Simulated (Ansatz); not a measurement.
```yaml
crystal:
  lattice:
    - [-1.62164, 1.62164, 1.62164]
    - [1.62164, -1.62164, 1.62164]
    - [1.62164, 1.62164, -1.62164]
  atoms:
    - { symbol: Nb, position: [0.00000, 0.00000, 0.00000] }
```

Calculation: PBEsol, DFPT electron-phonon coupling, linearised Boltzmann equation (plane waves, PAW, scalar-relativistic; Ansatz, an electronic-structure program). Condition of this run: hydrostatic pressure 5 GPa (the target of the relaxation). Cell: relaxed with this functional, without spin-orbit coupling, then loaded as said.

**Question.** Predict the intrinsic resistivity at 300 K.

**Answer.** 15.3 μΩ·cm.

**Question.** How long is the mean free path there?

**Answer.** 2.9 nm, weighted by the current that each state carries. Wires not much wider than this gain resistivity from their walls.

A metal at this level (no band gap). Only scattering by harmonic phonons is included (no impurities, grain boundaries, electron-electron scattering or thermal expansion). Spin-orbit coupling is left out. The squared frequency of the phonon mode least converged on the k mesh is uncertain by about 37 %. The run warned that the eigensolver left some states short of its tolerance. Halving the electron mesh (36x36x36) moves the resistivity by up to 2 % at 300 K, the mean free path by up to 6 %. Smearing 0.20 eV; phonons on a 6x6x6 q mesh, which this run doesn't test.
